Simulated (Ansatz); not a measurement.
Take ZnS in the zinc blende structure (space group F-43m, No. 216; a = 5.357 Å) as the base.

It is then changed as follows: full substitution S → Se, then cell and atoms are relaxed.

Levels (all Ansatz, an electronic-structure program, PAW, earlier PAW set): PBEsol (420 eV, scalar-relativistic without spin-orbit coupling); r2SCAN (500 eV, spin-orbit coupling left out).

The geometry is relaxed with PBEsol.

| Quantity | Value |
|---|---|
| PBEsol electron mass | 0.091 mₑ (at Γ) |
| PBEsol lowest conduction level above the VBM at special points | Γ 1.23 eV; L 2.48 eV; X 2.81 eV; U 3.46 eV |
| PBEsol hole mass | 0.096, 0.58, 0.58 mₑ (at Γ) |

Task: What does r2SCAN give at this geometry for the electron mass, lowest conduction level above the VBM at special points and hole mass?

Result: The electron mass changes from 0.091 mₑ (at Γ) to 0.13 mₑ (at Γ); the lowest conduction level above the VBM at special points goes from Γ 1.23 eV; L 2.48 eV; X 2.81 eV; U 3.46 eV to Γ 1.94 eV; L 3.08 eV; X 3.30 eV; U 3.98 eV; the hole mass (degenerate bands, along [100]) changes from 0.096, 0.58, 0.58 mₑ (at Γ) to 0.14, 0.59, 0.59 mₑ (at Γ).

Single points use the geometry relaxed with PBEsol. The levels and masses belong to the bands next to the band gap. Effective masses come from finite differences of ±0.01 Å⁻¹. Stability against distortions was not tested.
